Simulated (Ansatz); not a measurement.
Sn, alloy series

The reference is Sn in the diamond structure (space group Fd-3m, No. 227).

```yaml
crystal:
  lattice:
    - [0.00000, 3.27007, 3.27007]
    - [3.27007, 0.00000, 3.27007]
    - [3.27007, 3.27007, 0.00000]
  atoms:
    - { symbol: Sn, position: [0.25000, 0.25000, 0.25000] }
    - { symbol: Sn, position: [0.00000, 0.00000, 0.00000] }
```

The other end (x = 1) is Ge in the diamond structure (space group Fd-3m, No. 227): 22.86 Å³/atom, gap zero.

Ge replaces a fraction x of Sn; each row is one arrangement (x, atoms in the cell, starting space group or random), fully relaxed.

Method: Ansatz (a quantum-chemistry and plane-wave program) PBEsol, no spin-orbit coupling.

| Ge fraction x | volume per atom (Å³/atom) |
|---|---|
| 0 | 34.968 |
| 0.333 (P-3m1, 6 atoms) | ? |
| 0.5 (R-3m, 8 atoms) | 28.623 |
| 0.75 (Pmmn, 8 atoms) | 25.655 |
| 1 | 22.860 |

Problem. Fit V(x) = (1 − x) V(0) + x V(1) − b x(1 − x) with the ends held (b = 0 is Vegard's rule) to the rows shown and predict the withheld row.

Solution. Least squares on the printed values gives b = 1.19 Å³/atom, against 30.936 Å³/atom from the straight line alone (largest residual 0.009 Å³/atom); this predicts 30.672 Å³/atom, and the run gives 30.705 Å³/atom, 0.033 higher.

These are small ordered cells, not random alloys; other orderings at the same x differ. No phonon test of stability was made. The final runs are not spin-polarised. The zero or small gap of Sn2Ge, Ge and SnGe can change with the level of theory.
